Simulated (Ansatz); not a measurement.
**Effect of uniaxial stress, 5 GPa compression along z on HfN**

Take HfN in the rock salt structure (space group Fm-3m, No. 225; a = 4.526 Å; relaxed with 0.1 eV smearing) as the base. Axes: x, y, z lie along the cube axes.

Modification: uniaxial stress, 5 GPa compression along z; all other stress components relax to zero.

The values are results of plane-wave PAW DFT at the r2SCAN level (Ansatz, an electronic-structure program, 500 eV), without spin-orbit coupling, earlier PAW set, not measurements. Settings: 22×22×22 k-points, 0.1 eV Fermi–Dirac smearing.

```json
[
 {"quantity": "volume per atom", "base": "11.59 Å³", "changed": "11.53 Å³", "shift": "-0.065 Å³"},
 {"quantity": "space group", "base": "Fm-3m (No. 225)", "changed": "I4/mmm (No. 139)", "shift": "–"},
 {"quantity": "shortest interatomic distance", "base": "2.263 Å", "changed": "2.244 Å", "shift": "-0.019 Å"},
 {"quantity": "energy relative to the base (free energy F)", "base": "0 meV/atom", "changed": "+1.5 meV/atom", "shift": "+1.5 meV/atom"},
 {"quantity": "band gap", "base": "zero", "changed": "zero", "shift": "–"},
 {"quantity": "strain response (xx, yy, zz)", "base": "–", "changed": "(+0.14, +0.14, −0.84) %", "shift": "–"},
 {"quantity": "secant Young's modulus along z", "base": "–", "changed": "600 GPa", "shift": "–"},
 {"quantity": "mean lateral Poisson ratio", "base": "–", "changed": "0.17", "shift": "–"}
]
```

Final structure:

```xyz
2
Lattice="0.0000 2.2662 2.2441 2.2662 0.0000 2.2441 2.2662 2.2662 0.0000" Properties=species:S:1:pos:R:3 pbc="T T T"
N      0.0000     0.0000     0.0000
Hf     2.2662     2.2662     2.2441
```

Beyond what the load breaks, stability against distortions was not tested. All final runs are without spin polarisation. An odd electron count without spin: HfN.
